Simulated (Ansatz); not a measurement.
The reference is FePt (space group P4/mmm, No. 123; ferromagnetic; relaxed with 0.1 eV smearing).

```yaml
crystal:
  lattice:
    - [2.73127, 0.00000, 0.00000]
    - [0.00000, 2.73127, 0.00000]
    - [0.00000, 0.00000, 3.76299]
  atoms:
    - { symbol: Fe, position: [0.50000, 0.50000, 0.50000] }
    - { symbol: Pt, position: [0.00000, 0.00000, 0.00000] }
```

Cartesian axes are those of the cell as printed.

Level of theory: plane-wave PAW DFT at the PBE level (Ansatz, a program for electronic structure, 420 eV), no spin-orbit coupling.

For the base:

The volume per atom comes out as 14.04 Å³.

It is then changed as follows: biaxial strain −2.46 %, plane normal [001], relaxed out of plane (Cartesian); in-plane vectors clamped, the third vector and the atoms free.

Problem. What does the calculation give for the volume per atom after the change?

Solution. The volume per atom drops by 0.353 Å³ (14.04 Å³ → 13.68 Å³).

Other magnetic orders, which the real material may have, were not ruled out. Stability against distortions was not tested.
